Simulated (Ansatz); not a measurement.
**L1₀ (CuAu-type) TiAl**

Method: r²SCAN+rVV10 (Ansatz, a first-principles code, plane waves, PAW).

Settings: plane-wave cutoff 560 eV, 20×20×14 k mesh (along the axes of the cell as run), Fermi–Dirac smearing 0.05 eV, no spin polarisation, scalar-relativistic PAW data made under PBE.

Cell: relaxed at this level.

| Item | Value |
|---|---|
| equilibrium volume per atom | 15.97 Å³/atom |
| bulk modulus B0 | 123 GPa |
| equilibrium lattice constant a (two-atom tetragonal cell) | 2.807 Å |
| c axis length (two-atom tetragonal cell) | 4.054 Å |
| band gap | zero (no gap) |
| pressure derivative B′ of the bulk modulus | 3.8 |

Measured, for comparison: lattice constant a 2.826 Å (temperature not stated, no zero-point or thermal correction, P4/mmm two-atom cell, a_fct/√2; as tabulated in Zope and Mishin (2003), arXiv:cond-mat/0306298); lattice parameter c 4.077 Å (temperature not stated, no zero-point or thermal correction; as tabulated in Zope and Mishin (2003), arXiv:cond-mat/0306298). Computed (rounded) less measured: lattice constant a -0.7 %, lattice parameter c -0.6 %. A static lattice is as a rule a little smaller and stiffer than an uncorrected measurement, which narrows the difference in the lattice constant a, lattice parameter c and would widen misses of the other sign.

Note: the bulk modulus comes from volumes at which shape and atoms were relaxed.

Static lattice: no zero-point or thermal effects.
